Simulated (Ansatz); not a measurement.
Point defects in BeS

Take a 24-atom supercell of BeS in the zinc blende structure (space group F-43m, No. 216; a = 4.876 Å) at its relaxed geometry as the base.

One neutral defect a cell, atoms relaxed at fixed cell.

Computed with plane-wave PAW DFT at the PBE level (Ansatz, an electronic-structure program, 420 eV), no spin-orbit coupling.

```tsv
variant	pressure	gap of the supercell	total moment of the cell	largest displacement of a host atom from its site in the perfect cell
perfect supercell	0.0 GPa	3.15 eV	–	–
Be on a S site (antisite), symmetric start	0.5 GPa	zero	1.1 μB	0.16 Å
H interstitial (started 2.11 Å from the nearest host atom), symmetric start	0.9 GPa	0.76 eV	1.0 μB	0.04 Å
Be vacancy	0.2 GPa	zero	1.9 μB	0.11 Å
S on a Be site (antisite)	[?]	[?]	0.0 μB	[?]
Li interstitial (started 1.99 Å from the nearest host atom)	2.0 GPa	zero	0.0 μB	0.08 Å
```

Q: What belongs in the blanks?

A: 
- S on a Be site (antisite), pressure: 4.2 GPa
- S on a Be site (antisite), gap of the supercell: 0.60 eV
- S on a Be site (antisite), largest displacement of a host atom from its site in the perfect cell: 0.40 Å

The magnetic state is the one reached from the starting moments; the real material's order can differ, and small cells can't hold many antiferromagnetic ones. The cell is small, so the values are those of an ordered compound at a high defect concentration; dilute-limit values will differ. The mesh was chosen for an insulator and is coarse for the gapless case. Defects with a symmetric start kept the site's symmetry and may sit on a saddle; the others started slightly shaken. Seeded moments were not kept for S on a Be site (antisite) and Li interstitial (started 1.99 Å from the nearest host atom). Where the two band edges lie in opposite spin channels, the gap is a spin-flip gap.
